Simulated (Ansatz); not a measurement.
Take PbTe in the rock salt structure (space group Fm-3m, No. 225; a = 6.4421 Å) as the base.

Structures relaxed with PBEsol (Ansatz, a first-principles code; PAW; 420 eV plane waves; without spin-orbit coupling).

Base:

Simulated powder pattern, Cu Kα1, λ = 1.54056 Å (kinematic, ideal powder, no thermal factors, no anomalous dispersion; the 10 strongest lines at most, above 2 %, up to 2θ = 90°):

```json
[
 {"2θ (°)": "23.91", "I/Imax (%)": "11", "hkl": "(111)"},
 {"2θ (°)": "27.67", "I/Imax (%)": "100", "hkl": "(200)"},
 {"2θ (°)": "39.53", "I/Imax (%)": "78", "hkl": "(220)"},
 {"2θ (°)": "46.73", "I/Imax (%)": "6.5", "hkl": "(311)"},
 {"2θ (°)": "48.94", "I/Imax (%)": "28", "hkl": "(222)"},
 {"2θ (°)": "57.15", "I/Imax (%)": "13", "hkl": "(400)"},
 {"2θ (°)": "62.82", "I/Imax (%)": "2.9", "hkl": "(331)"},
 {"2θ (°)": "64.65", "I/Imax (%)": "37", "hkl": "(420)"},
 {"2θ (°)": "71.71", "I/Imax (%)": "28", "hkl": "(422)"},
 {"2θ (°)": "85.12", "I/Imax (%)": "9.1", "hkl": "(440)"}
]
```

The change: an isotropic linear strain of +1.00 %, atoms relaxed at fixed cell.

After the change:

Simulated powder pattern, Cu Kα1, λ = 1.54056 Å (kinematic, ideal powder, no thermal factors, no anomalous dispersion; the 10 strongest lines at most, above 2 %, up to 2θ = 90°):

```
2θ (°)  I/Imax (%)    hkl
------  ----------  -----
23.66           11  (111)
27.39          100  (200)
39.13           78  (220)
46.24          6.5  (311)
48.42           29  (222)
56.53           14  (400)
62.13          2.9  (331)
63.94           38  (420)
70.90           28  (422)
84.09          9.1  (440)
```

The indices refer to the base's conventional cell; one index is shown for lines that coincide.

No phonon test of stability was made.
